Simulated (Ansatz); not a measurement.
**What biaxial strain −2.50 %, plane normal [001], relaxed out of plane does to InSb**

Base system: InSb in the zinc blende structure (space group F-43m, No. 216; a = 6.450 Å). Axes: x, y, z lie along the cube axes.

Modification: biaxial strain −2.50 %, plane normal [001], relaxed out of plane (Cartesian); in-plane vectors clamped, the third vector and the atoms free.

Calculations: LDA/PAW in Ansatz (a program for electronic structure), no spin-orbit coupling. Settings: 13×13×13 k-points, 0.05 eV Fermi–Dirac smearing.

The volume per atom shrinks by 0.78 Å³, from 33.54 Å³ to 32.76 Å³ and the space group goes from F-43m (No. 216) to I-4m2 (No. 119). The energy goes up by 8.6 meV/atom and the pressure (mean of the normal stresses, compression positive) goes from zero to 1.1 GPa. The band gap stays zero and the out-of-plane strain comes out as +2.74 % (rough). The mean in-plane stress (compression positive) comes out as +1.7 GPa (rough).

Without a gap, meshes like the base's 13×13×13 leave anisotropic stresses uncertain by several tenths of a GPa, and small strain energies with them. With Sb present, leaving out spin-orbit coupling can change the band edges. No phonon test of stability was made. All final runs are without spin polarisation. A zero or small gap of InSb can be the functional's error rather than a property of the material.
